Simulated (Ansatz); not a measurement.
Band structure of KF (Fm-3m, 2 atoms in the cell).

```xyz
2
Lattice="0.0000 2.6563 2.6563 2.6563 0.0000 2.6563 2.6563 2.6563 0.0000" Properties=species:S:1:pos:R:3 pbc="T T T"
K      0.0000     0.0000     0.0000
F      2.6563     2.6563     2.6563
```

Computed with PBE, PAW files (plane waves; Ansatz, a program for electronic structure).

Settings: kpoints.mp_grid.grid = 6 6 6; hamiltonian.xc = pbe; hamiltonian.pseudopotentials = {kind: paw} (the program's default PAW files); scf.occupations.method = fixed; kpoints.band_path.npoints = 8.

The starting cell comes from a database of computed structures (which also holds hypothetical and non-ambient phases and stackings), without a prior relaxation at this level. Its lattice was rescaled by a random factor within 2.5 % of one.

Question: Predict the gap along the standard path and the places of the band edges.

Answer: The gap along the path is 6.28 eV, direct at Γ to within 0.01 eV.

Levels in eV from the top of the valence band on the path, bands 5 to 11:
| point | 5 | 6 | 7 | 8 | 9 | 10 | 11 |
|---|---|---|---|---|---|---|---|
| Γ | -9.31 | 0.00 | 0.00 | 0.00 | 6.28 | 10.73 | 10.73 |
| X | -9.53 | -0.20 | -0.05 | -0.05 | 8.23 | 10.41 | 11.95 |
| W | -9.40 | -0.42 | -0.16 | -0.16 | 9.80 | 9.80 | 11.29 |
| K | -9.47 | -0.34 | -0.20 | -0.19 | 9.00 | 10.82 | 11.17 |
| L | -9.35 | -0.81 | -0.36 | -0.36 | 9.15 | 10.74 | 12.12 |
| U | -9.47 | -0.34 | -0.20 | -0.19 | 9.00 | 10.82 | 11.17 |

Keys are those of Ansatz 0.2.
